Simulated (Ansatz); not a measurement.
## What pressure 75 GPa does to BeTe

The reference is BeTe in the zinc blende structure (space group F-43m, No. 216; a = 5.657 Å).

One thing is altered: cell and atoms relaxed at a pressure of 75 GPa.

Level of theory: Kohn–Sham DFT with the r2SCAN functional, run in Ansatz (a quantum-chemistry and plane-wave program) with PAW and 500 eV plane waves, no SOC. Settings: 10×10×10 k-points, 0.05 eV Fermi–Dirac smearing.

| quantity | base | changed | shift |
|---|---|---|---|
| volume per atom | 22.63 Å³ | 13.88 Å³ | -8.75 Å³ |
| density | 5.01 g/cm³ | 8.17 g/cm³ | +3.16 g/cm³ |
| lattice parameter a | 10.690 bohr | 9.083 bohr | -1.607 bohr |
| shortest interatomic distance | 4.629 bohr | 3.933 bohr | -0.696 bohr |
| band gap | 2.38 eV | 0.70 eV | -1.672 eV |
| gap character | indirect, Γ → X | indirect, Γ → X | – |
| smallest direct gap | 4.04 eV | 3.11 eV | -0.93 eV |
| electron mass | 2.1 mₑ along k, 0.25 mₑ across (at X) | 1.1 mₑ along k, 0.19 mₑ across (at X) | – |
| hole mass (degenerate bands, along [100]) | 0.21, 0.35, 0.35 mₑ (at Γ) | 0.15, 0.15, 0.26 mₑ (at Γ) | – |

Final structure:

```xyz
2
Lattice="0.0000 2.4033 2.4033 2.4033 0.0000 2.4033 2.4033 2.4033 0.0000" Properties=species:S:1:pos:R:3 pbc="T T T"
Te     3.6049     3.6049     3.6049
Be     0.0000     0.0000     0.0000
```

With Te present, leaving out spin-orbit coupling can change the band edges. Load acts through the strain it causes; cell and atoms are relaxed under it. Effective masses come from finite differences of ±0.01 Å⁻¹. Along k means along the line from Γ to the band edge. Whether these cells are dynamically stable was not tested. No other phases were tried under pressure.
